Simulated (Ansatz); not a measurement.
Take PbS in the rock salt structure (space group Fm-3m, No. 225; a = 5.903 Å) as the base. Axes: x, y, z lie along the cube axes.

Modification: tensor shear ε_xy = +0.86 % (engineering shear γ = 0.0172); the atoms relax in the strained cell.

Calculations: Ansatz (a quantum-chemistry and plane-wave program), PBEsol, PAW, cutoff 420 eV, scalar-relativistic without spin-orbit coupling.

### Question
Give the band edges at the high-symmetry points of the new zone, measured from its valence-band maximum.

### Answer
```
point  valence edge (eV)  conduction edge (eV)
-----  -----------------  --------------------
Γ                  -2.24                  5.15
X                  -3.53                  3.59
F₂                 -2.61                  3.12
Σ₀                 -2.61                  3.12
Y₀                 -2.65                  3.27
U₀                 -2.65                  3.27
R                  -0.07                  0.11
W                  -1.10                  2.05
S                   0.00                  0.20
T                  -3.62                  3.59
```

The gap is 0.11 eV, indirect, S → R.

With Pb present, leaving out spin-orbit coupling can change the band edges. Whether these cells are dynamically stable was not tested. The zero or small gap of PbS can change with the level of theory. Labels are those of the standard path for the cell's own space group.
